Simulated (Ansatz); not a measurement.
An Ansatz (an electronic-structure program) input (DFT with PBEsol, PAW potentials and a 420 eV plane-wave cutoff in Ansatz, scalar-relativistic without spin-orbit coupling):

Ansatz 0.2 input:
```yaml
crystal:
  lattice:
    - [4.9090065641, 0, 0]
    - [0, 4.9090065641, 0]
    - [2.4545032821, -2.4545032821, 3.4452874138]
  atoms:
    - { symbol: Sr, position: [0, 0, 0] }
    - { symbol: Cl, position: [0.75, 0.75, 0.5] }
    - { symbol: Cl, position: [0.25, 0.25, 0.5] }
basis: { ecutwfc: 420, ecutrho_ratio: 4, xc_grid: 2, fft_grid_basis: typed }
kpoints: { mp_grid: { grid: [8, 8, 8] } }
hamiltonian:
  xc: pbesol
  dispersion: none
  pseudopotentials: { kind: paw }
scf: { occupations: { method: fermi_dirac, width: 0.05 } }
relax: { f_tol: 0.005, max_steps: 50, cell: { stress_tol: 0.01, fix: [a, b, gamma] } }
output: { forces: true, stress: true }
checkpoint: { write: state.ck, write_every: 1000 }
```

**Question.** Which symmetry and how many k-points will the program report, and about how many plane waves at Γ?

**Answer.** Space group I4/mmm (ITA 139) with 16 operations, k-points 59 of 512, and 1639 plane waves at Γ.

**Question.** And the final pressure?

**Answer.** -0.27 GPa (compression positive).

The cells carry an imposed strain or load. Stability against distortions was not tested. The cell was made from SrCl₂ in the fluorite structure (space group Fm-3m, No. 225) by this change: biaxial strain +0.50 %, plane normal [001], relaxed out of plane.
